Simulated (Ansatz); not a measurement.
## A computed series for Al2O3: response to strain

Consider Al$_{2}$O$_{3}$ in the corundum structure (space group R-3c, No. 167; a = 4.729 Å, c = 12.892 Å (hexagonal axes)). Axes: x lies along a and z along c of the hexagonal cell.

Strains are applied to the cell and any free atomic positions relax.

Level of theory: Ansatz (an electronic-structure program), LDA, PAW, cutoff 420 eV, no SOC.

Candidates:
(a) uniaxial strain ε_xx = +2.25 %
(b) uniaxial strain ε_xx = +0.75 %
(c) uniaxial strain ε_xx = +3.00 %

Before the change:

| Quantity | Result |
|---|---|
| Band gap | 6.43 eV |

**Question.** Order them by band gap, highest first.

**Answer.** (b) uniaxial strain ε_xx = +0.75 % (6.30 eV), (a) uniaxial strain ε_xx = +2.25 % (6.05 eV), (c) uniaxial strain ε_xx = +3.00 % (5.92 eV)

Whether these cells are dynamically stable was not tested.
